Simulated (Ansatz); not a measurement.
System: Ti3Al (P6₃/mmc, No. 194). Method: r²SCAN (plane waves, PAW; Ansatz, a program for electronic structure).

Numerical settings: plane-wave cutoff 600 eV, 12×12×14 k mesh (along the axes of the cell as run), Fermi–Dirac smearing 0.021 eV (set by the program), no spin polarisation, scalar-relativistic PAW data made under PBE.

Computed at the level's own relaxed cell.

Hill averages of the elastic tensor: K = 121.0 GPa, G = 64.1 GPa. Volume 16.563 Å³/atom, mean atomic mass 42.646 u.

Work out the density, the sound velocities of a polycrystal and the elastic Debye temperature, and Pugh's ratio at this level.

ρ = 1.66054 × 42.646/16.563 = 4.276 g/cm³. v_l = √[(K + 4G/3)/ρ] = 6.949 km/s and v_t = √(G/ρ) = 3.872 km/s. The mean follows from 3/v_m³ = 1/v_l³ + 2/v_t³: v_m = 4.311 km/s. Θ_D = (ħ/k_B) v_m (6π²/V)^(1/3) = 76.38 K Å s/km × 4.311 × 1.5291 Å⁻¹ = 504 K, counting all atoms of the cell. K/G = 1.89, to be set beside Pugh's rough bound of 1.75 between brittle and ductile metals.
